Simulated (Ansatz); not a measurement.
Results of r²SCAN (Ansatz, a program for electronic structure, plane waves, PAW) for Re2B (model structure, started from the Cu2Sb type, P4/nmm, No. 129, 6 atoms in the cell).

The input as run:

Ansatz 0.2 input:
```yaml
crystal:
  lattice:
    - [3.5392084467, 0.0, 0.0]
    - [0.0, 3.5392084467, 0.0]
    - [0.0, 0.0, 5.9994860672]
  atoms:
    - { symbol: Re, position: [0.0, 0.0, 0.0] }
    - { symbol: Re, position: [0.5, 0.5, 0.0] }
    - { symbol: Re, position: [0.5, 0.0, 0.3480070611] }
    - { symbol: Re, position: [0.0, 0.5, 0.6519929389] }
    - { symbol: B, position: [0.5, 0.0, 0.7093170395] }
    - { symbol: B, position: [0.0, 0.5, 0.2906829605] }
basis:
  ecutwfc: 560
  ecutrho_ratio: 4
  xc_grid: 3
kpoints:
  mp_grid: { grid: [14, 14, 10] }
hamiltonian:
  xc: r2scan
  dispersion: none
  pseudopotentials: { kind: paw }
scf:
  occupations: { method: fermi_dirac, width: 0.05 }
output:
  forces: true
  stress: true
  eigenvalues: true
relax:
  f_tol: 0.004
  escape_saddle: false
  max_steps: 80
  cell: { stress_tol: 0.02, fix: [volume] }
```

Excerpt of the program's output:

```
Relaxation: its limit of steps is 80 (relax.max_steps)
Crystal: 6 atoms, lattice volume = 75.150 Å³
Basis set: ecut = 560 eV, 2287 PW (Γ), exchange–correlation on 90×90×144 points (27 copies of the dense FFT grid, shifted against one another)
Bands: 40, of which v1, the nominal top of the filled ones, is band 33 counted from 1 (32 counted from 0)
Symmetry: 16 space group operations
Space group: P4/nmm (ITA 129), of the structure as read, at distance tolerance 4.2e-5 Å
k-points: 216 of 1960
Functional: x = r2scan, c = r2scan; τ floored in thin density (d = 2e-4 eV/Å³)
SCF iter   1: F=—  HF=-43834.289970 eV  |F-HF|=—  |Δ(HF+E_count)|=         —  Δρ=1.12e-2  dr2=1.52e-1  dr2_τ=4.94e-1
SCF iter   2: F=—  HF=-43834.411399 eV  |F-HF|=—  |Δ(HF+E_count)|=   1.21e-1  Δρ=6.81e-3  dr2=2.25e-2  dr2_τ=5.70e-3
  ...
SCF 1 converged in 8 iterations: F = -43834.420536 eV  dr2 = 2.08e-8
Crystal: 6 atoms, lattice volume = 75.150 Å³
Initial density: handed on by an earlier stage of this run
SCF 2 converged in 7 iterations: F = -43834.418946 eV  dr2 = 7.41e-8
Crystal: 6 atoms, lattice volume = 75.150 Å³
SCF 3 converged in 10 iterations: F = -43834.421941 eV  dr2 = 4.59e-12
Crystal: 6 atoms, lattice volume = 75.150 Å³
SCF iter   3: F=—  HF=-43834.421941 eV  |F-HF|=—  |Δ(HF+E_count)|=   3.15e-8  Δρ=3.28e-7  dr2=5.81e-12  dr2_τ=4.14e-11
SCF iter   4: F=-43834.421941 eV  HF=-43834.421941 eV  |F-HF|=1.46e-11  |Δ(HF+E_count)|=  2.98e-10  Δρ=6.65e-8  dr2=1.70e-12  dr2_τ=1.03e-12
SCF 4 converged in 4 iterations: F = -43834.421941 eV  dr2 = 1.70e-12
SCF converged after 4 iterations
Free energy (F): -43834.421941 eV
Internal energy: -43834.395101 eV  (E = F + TS)
E sigma→0 (E₀):  -43834.408521 eV
Fermi energy:    20.996185 eV
--- Forces (eV/Å), atoms counted from 1 ---
  atom   1  Re     0.00000000     0.00000000     0.00000000
  atom   2  Re     0.00000000     0.00000000     0.00000000
  atom   3  Re     0.00000000     0.00000000     0.00026721
  atom   4  Re     0.00000000     0.00000000    -0.00026721
  atom   5  B      0.00000000     0.00000000     0.00030944
  atom   6  B      0.00000000     0.00000000    -0.00030944
--- Stress (GPa, compression-positive) ---
       -6.303176       0.000000       0.000000
        0.000000      -6.303176       0.000000
        0.000000       0.000000      -6.291893
  P = ⅓ Tr σ = -6.2994 GPa (-62.994 kbar)
```

The cell is one volume of an energy–volume scan, off the minimum.

The PAW data were made under PBE.

Note: the run has no spin polarisation, so it can have missed a magnetic state. Note: the relaxation could raise the start's symmetry but not lower it, so the cell can be a saddle point.

A model structure was made by putting elements into a prototype or built by hand; it is no filed structure, need not be a known phase, and can be a saddle point held by its symmetry.
